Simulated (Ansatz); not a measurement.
Pressure series in Ga2O3

Start from Ga$_{2}$O$_{3}$ in the corundum structure (space group R-3c, No. 167; a = 5.058 Å, c = 13.623 Å (hexagonal axes)).

Cell and atoms are relaxed at each pressure.

The values are results of plane-wave PAW DFT at the PBE level (Ansatz, a quantum-chemistry and plane-wave program, 420 eV), no spin-orbit coupling, not measurements.

Candidates:
(a) pressure 9 GPa
(b) pressure 4.5 GPa
(c) pressure 22.5 GPa
(d) pressure 30 GPa
(e) pressure −2 GPa

Before the change:

| Item | Result |
|---|---|
| Band gap | 2.40 eV |

Question: Order them by band gap, lowest first.

Answer: (e) pressure −2 GPa (2.30 eV), (b) pressure 4.5 GPa (2.63 eV), (a) pressure 9 GPa (2.83 eV), (c) pressure 22.5 GPa (3.37 eV), (d) pressure 30 GPa (3.63 eV)

Load acts through the strain it causes; cell and atoms are relaxed under it. Whether these cells are dynamically stable was not tested. Competing high-pressure phases were not computed.
